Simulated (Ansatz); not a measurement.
Consider the following.

```
CELL_PARAMETERS angstrom
      3.93258     0.00000     0.00000
      0.00000     3.93258     0.00000
      0.00000     0.00000     3.93258
ATOMIC_POSITIONS crystal
  Ba 0.00000 0.00000 0.00000
  Ti 0.50000 0.50000 0.50000
  O  0.50000 0.00000 0.50000
  O  0.00000 0.50000 0.50000
  O  0.50000 0.50000 0.00000
```

No spin polarisation.

Computed with LDA (Ansatz, an electronic-structure program), scalar-relativistic without spin-orbit coupling. Settings: 8×8×8 k-points, 0.05 eV Fermi–Dirac smearing.

Problem. What is the computed gap character?

Solution. Indirect, R → Γ.

Problem. Predict the smallest direct gap.

Solution. 1.87 eV.

Load acts through the strain it causes; cell and atoms are relaxed under it. Stability against distortions was not tested. The final runs are not spin-polarised. The cell was made from BaTiO3 in the cubic perovskite structure (space group Pm-3m, No. 221) by this change: pressure 0.3 GPa. Many cubic perovskites are stable only at high temperature; tilts and polar distortions were not tested. This is not the structure that BaTiO3 has at room temperature and ambient pressure.
